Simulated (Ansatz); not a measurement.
Seebeck coefficient (μV/K, mean over directions) of p-type MgS (Fm-3m) against carrier density, Ansatz (a quantum-chemistry and plane-wave program) with PBEsol with spin-orbit coupling, rigid bands. Computed gap 2.70 eV; densities at which minority carriers matter at this gap, or further valleys turn the trend, are left out. Conductivity mass 1.19 mₑ (harmonic mean over directions), N_v = 9.3e19 cm⁻³ at 300 K.

| hole density | 300 K | 500 K |
|---|---|---|
| 1e16 cm⁻³ | [?] | 1110 |
| 1e17 cm⁻³ | 830 | 911 |
| 1e18 cm⁻³ | 632 | [?] |
| 3e18 cm⁻³ | 537 | 618 |
| 1e19 cm⁻³ | 434 | 515 |
| 3e19 cm⁻³ | 342 | 421 |
| 1e20 cm⁻³ | 247 | 320 |
| 3e20 cm⁻³ | 169 | [?] |
| 1e21 cm⁻³ | 98 | 145 |

Question: Complete the blanks.

Answer: 
- 1e16 cm⁻³, 300 K: 1028
- 1e18 cm⁻³, 500 K: 713
- 3e20 cm⁻³, 500 K: 232

Rigid bands with a gap fixed in temperature, one relaxation time for all states, no polarons or phonon drag, and whether or not such doping can be reached.
